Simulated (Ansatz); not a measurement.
## What Hf → Mn does to hypothetical CdI2 type HfO2

Consider HfO₂ in the CdI2 type structure (space group P-3m1, No. 164; a = 3.227 Å, c = 4.556 Å; a hypothetical phase, not in the database extracts checked; layered, stacked along the Cartesian z axis).

One thing is altered: Mn takes the place of Hf on all its sites, then cell and atoms are relaxed.

Calculations: DFT with r2SCAN+rVV10, PAW potentials and a 500 eV plane-wave cutoff in Ansatz (a program for electronic structure), no spin-orbit coupling. k-mesh 13×13×8 (Γ-centred); smearing 0.05 eV (Fermi–Dirac), for the changed cell.

```yaml
volume_per_atom: 10.38 Å³ (base 13.69 Å³)
density: 4.64 g/cm³ (base 8.51 g/cm³)
c/a ratio: 1.558 (base 1.412)
space_group: P-3m1 (No. 164) (base P-3m1 (No. 164))
shortest_interatomic_distance: 1.898 Å (base 2.096 Å)
band_gap: 1.82 eV (base 4.92 eV)
gap_character: indirect, k = (0.077, 0.077, -1/2) in the run's primitive reciprocal basis → A (base indirect, K–Γ (71 % along) → K)
smallest_direct_gap: 1.94 eV (base 5.42 eV)
width_of_the_top_valence_band: 2.55 eV (base 1.05 eV)
magnetic_state: ferromagnetic (base not spin-polarised)
largest_site_moment: 2.58 μB (base 0.00 μB)
```

With Hf present, leaving out spin-orbit coupling can change the band edges. Stability against distortions was not tested. For MnO2 in this form, whether it has been made was not checked. No Hubbard U is applied and the magnetic state is the run's own (MnO2 ferromagnetic); other magnetic orders, which need larger cells, were not tried and can change the gap. Where the two band edges lie in opposite spin channels, the gap is a spin-flip gap.
